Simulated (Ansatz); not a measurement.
The parent structure is AgCl in the rock salt structure (space group Fm-3m, No. 225; a = 5.611 Å).

Structures relaxed with plane-wave PAW DFT at the PBE level (Ansatz, a quantum-chemistry and plane-wave program, 420 eV), spin-orbit coupling left out.

Base:

Simulated powder pattern, Mo Kα, λ = 0.71073 Å (kinematic, ideal powder, no thermal factors, no anomalous dispersion; the 8 strongest lines at most, above 2 %, up to 2θ = 40°):

| 2θ (°) | I/Imax (%) | hkl |
|---|---|---|
| 12.59 | 50 | (111) |
| 14.55 | 100 | (200) |
| 20.64 | 75 | (220) |
| 24.25 | 27 | (311) |
| 25.34 | 27 | (222) |
| 29.35 | 13 | (400) |
| 32.90 | 35 | (420) |
| 36.15 | 25 | (422) |

It is then changed as follows: a hydrostatic pressure of 30 GPa.

**Question.** Where do the lines fall after the change?

**Answer.** 
Simulated powder pattern, Mo Kα, λ = 0.71073 Å (kinematic, ideal powder, no thermal factors, no anomalous dispersion; the 8 strongest lines at most, above 2 %, up to 2θ = 40°):

```csv
2θ (°),I/Imax (%),hkl
13.99,51,(111)
16.17,100,(200)
22.94,72,(220)
26.97,26,(311)
28.20,25,(222)
32.67,12,(400)
35.70,10,(331)
36.66,32,(420)
```

The indices refer to the base's conventional cell; one index is shown for lines that coincide.

Load acts through the strain it causes; cell and atoms are relaxed under it. Whether these cells are dynamically stable was not tested. Competing high-pressure phases were not computed.
